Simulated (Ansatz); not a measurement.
Reference: MgO (Fm-3m), r2SCAN, rigid bands (plane waves, PAW, scalar-relativistic; Ansatz, a first-principles code); axes and stresses refer to this cell.

```
MgO
1.0
    0.00000     2.10220     2.10220
    2.10220     0.00000     2.10220
    2.10220     2.10220     0.00000
Mg O
1 1
Direct
  0.00000   0.00000   0.00000
  0.50000   0.50000   0.50000
```

The Seebeck coefficient, p-type 1e19 cm⁻³ comes out as 505 μV/K. The band gap is 5.69 eV. The electron conductivity mass comes out as 0.37 mₑ.

**Question.** Change: biaxial stress xx = yy = 1 GPa (compression positive). What happens to Seebeck coefficient, p-type 1e19 cm⁻³, band gap, electron conductivity mass?

**Answer.** Seebeck coefficient, p-type 1e19 cm⁻³ moves little, to 503 μV/K; band gap moves little, to 5.72 eV; electron conductivity mass moves little, to 0.37 mₑ.

**Question.** Change: biaxial stress xx = yy = 2 GPa (compression positive). What happens to Seebeck coefficient, p-type 1e19 cm⁻³, band gap, electron conductivity mass?

**Answer.** Seebeck coefficient, p-type 1e19 cm⁻³ moves little, to 499 μV/K; band gap moves little, to 5.75 eV; electron conductivity mass moves little, to 0.38 mₑ.

**Question.** Change: uniaxial stress along [110] of -2 GPa (compression positive). What happens to Seebeck coefficient, p-type 1e19 cm⁻³, band gap, electron conductivity mass?

**Answer.** Seebeck coefficient, p-type 1e19 cm⁻³ falls to 480 μV/K; band gap moves little, to 5.61 eV; electron conductivity mass moves little, to 0.37 mₑ.

**Question.** Change: uniaxial stress along [110] of 1 GPa (compression positive). What happens to Seebeck coefficient, p-type 1e19 cm⁻³, band gap, electron conductivity mass?

**Answer.** Seebeck coefficient, p-type 1e19 cm⁻³ moves little, to 499 μV/K; band gap moves little, to 5.70 eV; electron conductivity mass moves little, to 0.37 mₑ.

**Question.** Change: uniaxial stress along [110] of 2 GPa (compression positive). What happens to Seebeck coefficient, p-type 1e19 cm⁻³, band gap, electron conductivity mass?

**Answer.** Seebeck coefficient, p-type 1e19 cm⁻³ shrinks to 486 μV/K; band gap moves little, to 5.70 eV; electron conductivity mass moves little, to 0.37 mₑ.

**Question.** Change: uniaxial stress along [111] of -2 GPa (compression positive). What happens to Seebeck coefficient, p-type 1e19 cm⁻³, band gap, electron conductivity mass?

**Answer.** Seebeck coefficient, p-type 1e19 cm⁻³ falls to 485 μV/K; band gap moves little, to 5.62 eV; electron conductivity mass moves little, to 0.37 mₑ.

Masses are for dilute carriers at 300 K, harmonic means over directions unless an axis is named. Seebeck coefficients are for the stated density at 300 K, with one relaxation time for all states and whether or not that doping can be reached. Spin-orbit coupling is left out unless a row names it. Stresses and pressures are the targets of the relaxation.  The structure type is held under load, also where the real crystal would transform.
